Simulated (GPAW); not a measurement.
Input and output of a self-consistent single point for Li₃Ni (I4/mmm, 4 atoms in the cell) (GPAW).

Computed with LDA (Perdew-Wang 92), GPAW PAW datasets LDA (gpaw-data 1.0.1) (plane waves; GPAW 25.7.0).

```
Li3Ni
1.0
   -1.90491     1.90491     3.78796
    1.90491    -1.90491     3.78796
    1.90491     1.90491    -3.78796
Li Ni
3 1
Direct
  0.75000   0.25000   0.50000
  0.25000   0.75000   0.50000
  0.50000   0.50000   0.00000
  0.00000   0.00000   0.00000
```

Reference input (self-consistent single point, DFT PBEsol, plane waves, GPAW PAW datasets PBEsol (made by gpaw-setup)): mode = pw; ecut = 800 eV; xc = PBEsol; kpts = 12 12 12; mesh shift (steps) = 0 0 0; occupations.name = fermi-dirac; occupations.width = 0.136 eV; nbands = -8; convergence.forces = 0.001 eV/Å; symmetry.symmorphic = false; symmetry.tolerance = 0.0005; maxiter = 120. This run's input differs from it in these lines:

```diff
@@ -15,3 +15,3 @@
 calc = GPAW(mode={'name': 'pw', 'ecut': 800},
-            xc='PBEsol',
+            xc='LDA',
             kpts={'size': (12, 12, 12), 'gamma': True},
```

Its files differ too (potentials: GPAW PAW datasets LDA (gpaw-data 1.0.1)).

The program printed (abridged):

```
     iter     time        total  log10-change:
                         energy   eigst   dens  force
iter:   1 --:--:--   -14.538364
iter:   2 --:--:--   -14.070494   -0.36  -1.30
iter:   3 --:--:--   -13.914375   -1.06  -1.51
iter:   4 --:--:--   -13.949148   -2.23  -1.67
iter:   5 --:--:--   -14.050398   -2.36  -1.72
iter:   6 --:--:--   -13.973812   -2.36  -1.80
iter:   7 --:--:--   -13.974707   -3.75  -2.16
iter:   8 --:--:--   -13.972898c  -4.13  -2.10
iter:   9 --:--:--   -13.974612c  -3.36  -2.34
iter:  10 --:--:--   -13.973016c  -5.21  -2.82
iter:  11 --:--:--   -13.972519c  -5.48  -3.26
iter:  12 --:--:--   -13.972871c  -5.68  -3.37
iter:  13 --:--:--   -13.972514c  -5.86  -3.40
iter:  14 --:--:--   -13.972495c  -7.52c -4.20c
iter:  15 --:--:--   -13.972503c  -8.63c -4.24c -17.24c
Converged after 15 iterations.

Dipole moment: (-0.000000, 0.000000, 0.000001) |e|*Ang

Energy contributions relative to reference atoms: (reference = -41899.422257)

Kinetic:        +13.673076
Potential:       -8.824387
External:        +0.000000
XC:             -18.846623
Entropy (-ST):   -0.115367
Local:           +0.083115
SIC:             +0.000000
--------------------------
Free energy:    -14.030187
Extrapolated:   -13.972503

Showing only first 2 kpts
 Kpt  Band  Eigenvalues  Occupancy
  0     7      1.05860    1.99855
  0     8      1.36845    1.98598
  0     9      4.31236    0.00000
  0    10      6.99431    0.00000

  1     7      1.06407    1.99850
  1     8      1.32981    1.98943
  1     9      4.49255    0.00000
  1    10      6.24032    0.00000

Fermi level: 2.04210

No gap
No difference between direct/indirect transitions
Energy (eV): -13.972503

Forces in eV/Ang:
  0 Li   -0.00000    0.00000    0.00000
  1 Li    0.00000    0.00000    0.00000
  2 Li    0.00000   -0.00000    0.00000
  3 Ni   -0.00000    0.00000    0.00000

Stress tensor:
     0.014837     0.000000     0.000000
     0.000000     0.014837     0.000000
     0.000000     0.000000     0.019461
Stress (GPa, Voigt): [2.3772 2.3772 3.1181 0.     0.     0.    ]
```

The run converged in 15 iterations. GPAW prints stress with tension positive. Against the reference run the pressure goes from -0.73 to -2.62 GPa.

The starting cell comes from a database of computed structures (which also holds hypothetical and non-ambient phases and stackings), without a prior relaxation at this level. Spin polarisation is off.

Cost on one core of a shared machine: roughly 80 s.
